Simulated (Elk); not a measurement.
Elk run on AlAs (F-43m, 2 atoms in the cell): self-consistent single point.

Computed with LDA (PW92), all-electron FP-LAPW, Elk's shipped species files, APW+lo basis with extra local orbitals run with Elk 10.2.4.

```
CELL_PARAMETERS angstrom
      0.00000     2.83000     2.83000
      2.83000     0.00000     2.83000
      2.83000     2.83000     0.00000
ATOMIC_POSITIONS crystal
  Al 0.00000 0.00000 0.00000
  As 0.25000 0.25000 0.25000
```

Reference input (self-consistent single point, DFT, PBE, all-electron FP-LAPW, Elk's shipped species files, APW+lo basis with extra local orbitals): xctype = 20; rgkmax = 7.5; stype = 3; swidth = 0.00183747 Ha; ngridk = 8 8 8; gmaxvr = 14 1/bohr; nxlo = 2; lorbcnd = true; rmtscf = 0.94; lmaxi = 2. This run's input differs from it in these lines:

```diff
@@ -4,3 +4,3 @@
 xctype
-  20
+  3
```

Output (repeated stretches shortened):

```
│ Self-consistent loop started │
│ Loop number : 1 │
 total energy                :     -2505.09338502
│ Loop number : 2 │
 total energy                :     -2505.01856090
RMS change in Kohn-Sham potential (target) :   0.7734043884E-01 (  0.1000000000E-05)
Absolute change in total energy (target)   :   0.7482412705E-01 (  0.1000000000E-03)
│ Loop number : 3 │
 total energy                :     -2504.42147000
RMS change in Kohn-Sham potential (target) :   0.6778543952E-01 (  0.1000000000E-05)
Absolute change in total energy (target)   :   0.6157969230     (  0.1000000000E-03)
│ Loop number : 4 │
   [... lines left out ...]
Absolute change in total energy (target)   :   0.9299983467E-03 (  0.1000000000E-03)
│ Loop number : 13 │
 total energy                :     -2500.02648889
RMS change in Kohn-Sham potential (target) :   0.1740107302E-06 (  0.1000000000E-05)
Absolute change in total energy (target)   :   0.2391340786E-03 (  0.1000000000E-03)
│ Loop number : 14 │
 total energy                :     -2500.02648452
RMS change in Kohn-Sham potential (target) :   0.5263373139E-07 (  0.1000000000E-05)
Absolute change in total energy (target)   :   0.6415985717E-04 (  0.1000000000E-03)
Convergence targets achieved

│ Loop number : 15 │

Energies :
 Fermi                       :     0.179167092987
 total energy                :     -2500.02648279

Density of states at Fermi energy :   0.1818454819E-04
 (states/Hartree/unit cell)

Estimated indirect band gap :   0.5005000400E-01
 from k-point      1 to k-point     27
Estimated direct band gap   :   0.6777344877E-01
 at k-point      1

Charges :
 core                        :    22.00000000
 valence                     :    24.00000000
 interstitial                :    3.731813550
 muffin-tins (core leakage)
  species :    1 (Al)
   atom    1                 :    11.00497499     (  0.9902497765E-03)
  species :    2 (As)
   atom    1                 :    31.26321146     (  0.3561482114E-03)
 total in muffin-tins        :    42.26818645
 total calculated charge     :    45.98357672
 total charge                :    46.00000000
 error                       :   0.1642328243E-01

│ Self-consistent loop stopped │
```

The run converged in 15 iterations. The count includes the last loop, which Elk runs after its targets are met. Against the reference run the gap on the mesh goes from 1.437 to 1.362 eV.

The starting cell has typed, rounded lattice constants, without a prior relaxation at this level. Values depend on the basis (sphere radii, cutoffs, local orbitals), which need not be converged.

Cost on one core of a shared machine: roughly 50 s.
